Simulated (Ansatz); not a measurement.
Base system: CuCl (space group P3_121, No. 152; a = 3.976 Å, c = 8.974 Å; a hypothetical phase, not in the database extracts checked; made of chains).

Levels (all Ansatz, a quantum-chemistry and plane-wave program, PAW): PBEsol (420 eV, no spin-orbit coupling); HSE06 (420 eV, scalar-relativistic without spin-orbit coupling).

Its gap is 2.06 eV with PBEsol and 3.68 eV with HSE06.

It is then changed as follows: cell and atoms relaxed at a pressure of 0.3 GPa.

With PBEsol the gap becomes 0.25 eV.

If the HSE06 correction stayed the same, what would the HSE06 gap be, and what does the HSE06 run give?

A rigid correction of +1.62 eV gives 1.87 eV. The HSE06 run gives 2.09 eV, so the correction itself changes by +0.22 eV.

Single points use the geometry relaxed with PBEsol. HSE06 was sampled on its mesh, a few special points and the semilocal edge points, so its gap is an upper bound. Load acts through the strain it causes; cell and atoms are relaxed under it. Stability against distortions was not tested. No Hubbard U is applied. All final runs are without spin polarisation. Along this pressure series the structure jumps between 0 GPa and pressure 0.3 GPa; cells beyond that are another form of it. No dispersion term is included in the PBEsol runs. The zero or small gap of CuCl under pressure 0.3 GPa can change with the level of theory.
